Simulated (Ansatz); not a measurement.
Base system: SiS$_{2}$ (space group Ibam, No. 72; a = 5.8031 Å, b = 9.8918 Å, c = 5.5455 Å; made of chains).

Calculations: plane-wave PAW DFT at the r2SCAN level (Ansatz, a first-principles code, 500 eV), scalar-relativistic without spin-orbit coupling.

One change was made to it. Results:

```
quantity                          base    after
-----------------------------  -------  -------
band gap                       3.31 eV  3.05 eV
smallest direct gap            3.61 eV  3.44 eV
shortest interatomic distance  2.134 Å  2.128 Å
```

Question: Which of these changes matches the shifts?
A. pressure 0.3 GPa
B. pressure 5 GPa
C. pressure 10 GPa
D. pressure 1.5 GPa
E. pressure 7.5 GPa

Answer: D, pressure 1.5 GPa. For comparison, the band gap in the other runs: pressure 5 GPa gives 2.72 eV; pressure 7.5 GPa gives 2.59 eV; pressure 10 GPa gives 2.51 eV; pressure 0.3 GPa gives 3.25 eV.

Load acts through the strain it causes; cell and atoms are relaxed under it. Whether these cells are dynamically stable was not tested. Competing high-pressure phases were not computed. No dispersion term is included, though the crystal is made of layers, chains or molecules, so its spacings can come out too wide.
